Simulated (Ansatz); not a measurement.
## Effect of uniaxial strain ε_zz = −3.00 % on GaAs

The parent structure is GaAs in the zinc blende structure (space group F-43m, No. 216; a = 5.603 Å). Axes: x, y, z lie along the cube axes.

Perturbation: uniaxial strain ε_zz = −3.00 %, all other strain components held at zero; the atoms relax in the strained cell.

Computed with LDA (Ansatz, a first-principles code, PAW, scalar-relativistic without spin-orbit coupling). k-mesh 10×10×10 (Γ-centred); smearing 0.05 eV (Fermi–Dirac).

- Volume per atom: 21.33 Å³ (base 21.98 Å³)
- Shortest interatomic distance: 2.402 Å (base 2.426 Å)
- Energy relative to the base (free energy F): +7.4 meV/atom
- Pressure (mean of the normal stresses, compression positive): 2.42 GPa (base 0.01 GPa)
- Band gap: 0.60 eV (base 0.49 eV)
- Gap character: direct at Γ (base direct at Γ)
- Electron mass: 0.035 mₑ along z, 0.042 mₑ across (at Γ) (base 0.029 mₑ (at Γ))
- Hole mass: 0.035 mₑ along z, 0.31 mₑ across (at Γ)
- Valence-band top at Γ (three highest levels, from the VBM): 0.00, -0.17, -0.17 eV (base 0.00, 0.00, 0.00 eV)
- Stress (xx, yy, zz, yz, xz, xy; compression positive): (1.81, 1.81, 3.65, 0.00, 0.00, 0.00) GPa

Cost of the whole job for the changed cell (relaxation, final SCF and bands): around 20 core-seconds (rough).

Masses are band curvatures over ±0.01 Å⁻¹ around the edge. Stability against distortions was not tested. k-point labels follow each cell's own Brillouin zone.
